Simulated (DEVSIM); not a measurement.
Device: GaAs n-p junction from an implanted or diffused profile, at 250 K.

Layer 1 from the left is GaAs, thickness (μm) 130, Na (cm⁻³) 3e15, τn (s) 1.1e-8, τp (s) 1.1e-8.

Added donor profile: 2.1e17 cm⁻³ × exp(−(x − 0.028 μm)²/(2·(0.081 μm)²)). Left contact: ohmic. Right contact: ohmic. Voltage is applied to the left contact. Recombination: SRH at mid-gap, radiative, Auger. Mobility is constant in doping.

Constants are typed, rounded textbook-type inputs, not results; the design itself was drawn at random and stands for no fabricated device. Values at 300 K; Nc and Nv go as T^1.5, mobilities as T to minus their exponent, the gap by Varshni's rule with the affinity fixed.

GaAs: gap (eV) 1.424, affinity (eV) 4.07, permittivity 12.9, Nc (cm⁻³) 4.7e17, Nv (cm⁻³) 9e18, μn (cm²/Vs) 8500, μp (cm²/Vs) 400, T exponent of μn 2.1, T exponent of μp 2.2, B (cm³/s) 2e-10, Cn (cm⁶/s) 1e-30, Cp (cm⁶/s) 1e-30, Varshni α (eV/K) 0.000541, Varshni β (K) 204.

Simulated with DEVSIM: 1D drift-diffusion, Boltzmann statistics, complete ionisation; no tunnelling, impact ionisation, image-force lowering or self-heating.

Task: What does the simulation give for the dark forward voltage at 1 A/cm², the potential step across the device at zero bias?

Result: dark forward voltage at 1 A/cm² 1.122 V; potential step across the device at zero bias 1.266 V.
